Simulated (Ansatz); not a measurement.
Start from SnTe in the rock salt structure (space group Fm-3m, No. 225; a = 6.3712 Å).

Levels (all Ansatz, a first-principles code, PAW, earlier PAW set): r2SCAN (500 eV, scalar-relativistic without spin-orbit coupling); HSE06 (420 eV, no spin-orbit coupling).

The geometry is relaxed with r2SCAN.

- r2SCAN band gap: 0.13 eV

Problem. How does going to HSE06 change the band gap?

Solution. The band gap rises by 0.11 eV (0.13 eV → 0.24 eV).

Single points use the geometry relaxed with r2SCAN. The hybrid gap comes from the SCF mesh plus the semilocal run's edge points and a few special points and is an upper bound. With Te present, leaving out spin-orbit coupling can change the band edges. No phonon test of stability was made. A zero or small gap of SnTe can be the functional's error rather than a property of the material.
